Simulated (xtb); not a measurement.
xtb 6.7.1, GFN2-xTB: Fc1ccc(-c2c(F)c(F)c(-c3ccc(F)s3)c(F)c2F)o1, 26 atoms. The geometry is a generated start, not checked to be a minimum at this level.

```json
{
  "run_flags": "--grad",
  "method": "GFN2-xTB",
  "--acc": "1 (default)",
  "--etemp (K)": "300 (default)",
  "basis_functions": "98",
  "valence_electrons": "114"
}
```

```xyz
26

F     -5.8892     0.0425     1.9340
C     -4.9358     0.0584     0.9923
C     -5.1690     0.1116    -0.3591
C     -3.8933     0.1095    -0.9759
C     -2.9532     0.0549     0.0394
C     -1.4918     0.0253     0.0858
C     -0.7731    -0.0316     1.2821
F     -1.4080    -0.0622     2.4644
C      0.6302    -0.0592     1.3050
F      1.2030    -0.1139     2.5168
C      1.4021    -0.0316     0.1316
C      2.8929    -0.0593     0.1131
C      3.7648    -0.0365    -0.9733
C      5.1446    -0.0761    -0.6076
C      5.2905    -0.1281     0.7487
F      6.4883    -0.1729     1.3534
S      3.8219    -0.1300     1.5730
C      0.6673     0.0256    -1.0634
F      1.2866     0.0568    -2.2535
C     -0.7341     0.0532    -1.0850
F     -1.3363     0.1080    -2.2840
O     -3.6027     0.0239     1.2421
H     -6.1388     0.1472    -0.8330
H     -3.6919     0.1440    -2.0381
H      3.4497     0.0070    -2.0083
H      5.9755    -0.0668    -1.3006
```

One run each on 1 thread. Values of broydamp tried: 0.02, 0.05, 0.1, 0.2, 0.4 (default), 0.6, 0.8, 1.

Problem. How does the count of SCC iterations change with broydamp, and where is it least?

Solution. Fewest SCC iterations, within one of each other: 0.2 with 13, 0.4 (default) with 12, 0.6 with 13. The count rises to 19 at 0.02. All converge to one solution.

| broydamp | SCC iterations | end |
|---|---|---|
| 0.02 | 19 | same solution |
| 0.05 | 17 | same solution |
| 0.1 | 15 | same solution |
| 0.2 | 13 | same solution |
| 0.4 (default) | 12 | same solution |
| 0.6 | 13 | same solution |
| 0.8 | 14 | same solution |
| 1 | 15 | same solution |
